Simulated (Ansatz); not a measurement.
## MgSe: pressure series

Start from MgSe in the rock salt structure (space group Fm-3m, No. 225; a = 5.4722 Å).

Cell and atoms are relaxed at each pressure.

Computed with r2SCAN (Ansatz, a program for electronic structure, PAW, scalar-relativistic without spin-orbit coupling).

```tsv
pressure (GPa)	volume per atom (Å³/atom)
-2	21.156
-1	20.806
0	20.483
0.3	20.390
0.7	?
1.5	20.044
5	19.174
7.5	18.652
10	18.191
```

Problem. Fit the third-order Birch–Murnaghan form P(V) = (3B₀/2)[(V₀/V)^(7/3) − (V₀/V)^(5/3)]·[1 + (3/4)(B₀′ − 4)((V₀/V)^(2/3) − 1)] (squares taken in P) to the rows shown and predict the withheld row.

Solution. Least squares on the printed values gives V₀ = 20.483 Å³/atom, B₀ = 66.1 GPa, B₀′ = 4.1; this predicts 20.272 Å³/atom, and the run gives 20.271 Å³/atom, in agreement.

Load acts through the strain it causes; cell and atoms are relaxed under it. Stability against distortions was not tested. Competing high-pressure phases were not computed.
